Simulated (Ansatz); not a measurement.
VBiO4, response to strain

Consider VBiO$_{4}$ (space group I4_1/a, No. 88).

```cif
data_Bi4O16V4
_chemical_formula_sum 'Bi4 V4 O16'
_space_group_name_H-M_alt 'I41/a :1'
_space_group_IT_number 88
_space_group_name_Hall 'I 4bw -1bw'
_cell_length_a 5.12144
_cell_length_b 5.12144
_cell_length_c 11.62127
_cell_angle_alpha 90.000
_cell_angle_beta 90.000
_cell_angle_gamma 90.000
loop_
_space_group_symop_operation_xyz
  'x, y, z'
  '-y, x+1/2, z+1/4'
  '-x+1/2, -y+1/2, z+1/2'
  'y+1/2, -x, z+3/4'
  '-x, -y+1/2, -z+1/4'
  'y, -x, -z'
  'x+1/2, y, -z+3/4'
  '-y+1/2, x+1/2, -z+1/2'
  'x+1/2, y+1/2, z+1/2'
  '-y+1/2, x, z+3/4'
  '-x, -y, z'
  'y, -x+1/2, z+1/4'
  '-x+1/2, -y, -z+3/4'
  'y+1/2, -x+1/2, -z+1/2'
  'x, y+1/2, -z+1/4'
  '-y, x, -z'
loop_
_atom_site_label
_atom_site_type_symbol
_atom_site_symmetry_multiplicity
_atom_site_Wyckoff_symbol
_atom_site_fract_x
_atom_site_fract_y
_atom_site_fract_z
_atom_site_occupancy
Bi1 Bi 4 a 0.00000 0.00000 0.00000 1
V1 V 4 b 0.00000 0.00000 0.50000 1
O1 O 16 f 0.25105 0.36090 0.07874 1
```
(The calculation used a cell of 12 atoms; values per cell refer to that cell.)

Strains are applied to the cell and any free atomic positions relax.

Level of theory: r2SCAN/PAW in Ansatz (a first-principles code), no SOC.

Candidates:
(a) isotropic strain +1.48 %
(b) isotropic strain +5.34 %
(c) isotropic strain +5.16 %

Notes on the quantities. energy relative to the base: free energy F.

### Question
Order them by energy relative to the base, highest first.

### Answer
(b) isotropic strain +5.34 % (+119 meV/atom), (c) isotropic strain +5.16 % (+112 meV/atom), (a) isotropic strain +1.48 % (+10 meV/atom)

No phonon test of stability was made. Seeded moments were not kept for the base. The final runs are not spin-polarised.
